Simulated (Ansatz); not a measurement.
H on the 1x1 (100) surface of fcc Pt (the real clean face reconstructs), one in a 2x2 cell, energies for each (31.5 Å²). Energies are against ½ H2(g), without zero-point or thermal terms; each row is named by its start.

Level of theory: PBE (plane waves to 420 eV, PAW; Ansatz, a program for electronic structure).

Model: 17-atom slab, 5.8 Å thick at the start under the adsorbate (thin: gaps and levels are the slab's own), 5x5x1 mesh, Fermi-Dirac 0.1 eV, dipole correction, 8 atoms held, the rest relaxed; each run with such symmetry as its start has; no spin, no spin-orbit, no U, no dispersion correction.

A negative adsorption energy means that the adsorbate is more stable on the surface than in its reference. Heights count from the host atoms within 0.3 Å of the top one.

```json
[
 {"starting site": "top Pt", "E_ads (eV)": "-0.43", "height (Å)": "1.67", "nearest host atom (Å)": "Pt 1.56", "bonded to": "Pt", "Δ work function (eV)": "-0.06", "lateral drift (Å)": "0.0"},
 {"starting site": "hollow Pt-Pt-Pt-Pt over Pt at depth 1.9 Å", "E_ads (eV)": "___", "height (Å)": "0.59", "nearest host atom (Å)": "Pt 2.06", "bonded to": "4 Pt", "Δ work function (eV)": "___", "lateral drift (Å)": "0.0"},
 {"starting site": "bridge Pt-Pt (span 2.8 Å)", "E_ads (eV)": "___", "height (Å)": "1.06", "nearest host atom (Å)": "Pt 1.75", "bonded to": "2 Pt", "Δ work function (eV)": "___", "lateral drift (Å)": "0.0"}
]
```

Complete the blanks.


- hollow Pt-Pt-Pt-Pt over Pt at depth 1.9 Å, E_ads (eV): -0.25
- hollow Pt-Pt-Pt-Pt over Pt at depth 1.9 Å, Δ work function (eV): -0.02
- bridge Pt-Pt (span 2.8 Å), E_ads (eV): -0.61
- bridge Pt-Pt (span 2.8 Å), Δ work function (eV): 0.00
